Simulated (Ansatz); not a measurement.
Cubic perovskite CsCaF3 was calculated with rVV10 in Ansatz (plane waves, PAW).

Numerical settings: plane-wave cutoff 520 eV, 8×8×8 k mesh, Fermi–Dirac smearing 0.01 eV, scalar-relativistic PAW data made under PBE.

The cell is scaled about its equilibrium volume:

| V (Å³/atom) | P (GPa) | direct gap at Γ (eV) |
|---|---|---|
| 17.452 | 3.96 | 7.257 |
| 17.823 | 2.48 | 7.122 |
| 18.195 | 1.17 | 6.992 |
| 18.566 | 0.00 | 6.868 |
| 18.937 | -1.04 | 6.749 |
| 19.309 | -1.97 | 6.635 |
| 19.680 | -2.80 | 6.526 |

A straight line through the gaps at Γ against ln V gives a volume deformation potential dE_g(Γ)/d ln V of -6.1 eV: the gap at Γ widens under compression.

Note: the relaxation could not lower the start's symmetry, so the cell can be a saddle point above a distorted one.

Spin–orbit coupling is not included.

Ansatz is a first-principles code.
